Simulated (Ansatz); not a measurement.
Hf$_{3}$N$_{4}$ (Fd-3m), PBEsol, rigid bands (Ansatz, a program for electronic structure): N_c = 9.31e18 cm⁻³ at 300 K and an electron conductivity mass of 0.292 mₑ.

Question: For 1e17 electrons per cm³ at 300 K, place the Fermi level, estimate the Seebeck coefficient of a parabolic band with constant τ, and give mobility and conductivity for τ = 50 fs.

Answer: The level lies k_BT ln(N_c/n) = 0.117 eV below the conduction-band minimum. S ≈ −(k_B/e)[ln(N_c/n) + 5/2] = -606 μV/K, against -602 μV/K from the full bands (mean over directions). μ = eτ/m = 301 cm²/(V·s) and σ = neμ = 4.83 S/cm. τ is assumed, not computed.

Band transport and this doping are assumed; polarons and phonon drag are left out. Spin-orbit coupling is left out; with 5d elements it also splits d-like band edges.

Computed structure with no diffraction record at hand here (it may be known, metastable or hypothetical): Hf3N4 (Fd-3m).
